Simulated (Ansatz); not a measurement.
Given:

```
CELL_PARAMETERS angstrom
      5.91757     0.00000     0.00000
      0.00000     5.91757     0.00000
      2.95878    -2.95878     5.56218
ATOMIC_POSITIONS crystal
  Cd 0.00000 0.00000 0.00000
  Cd 0.25000 0.25000 0.50000
  Ge 0.50000 0.50000 0.00000
  Ge 0.75000 0.75000 0.50000
  As 0.62500 0.39942 0.25000
  As 0.39942 0.12500 0.75000
  As 0.12500 0.85058 0.25000
  As 0.85058 0.62500 0.75000
```

No spin polarisation.

Calculations: LDA/PAW in Ansatz (a program for electronic structure), spin-orbit coupling left out. k-mesh 8×8×8 (Γ-centred); smearing 0.05 eV (Fermi–Dirac).

Problem. What space group does the calculation give?

Solution. I-42d (No. 122).

Problem. Estimate the mean in-plane stress (compression positive).

Solution. -0.6 GPa.

The cells carry an imposed strain or load. No phonon test of stability was made. The cell was made from CdGeAs2 in the chalcopyrite structure (space group I-42d, No. 122) by this change: biaxial strain +0.75 %, plane normal [001], relaxed out of plane.
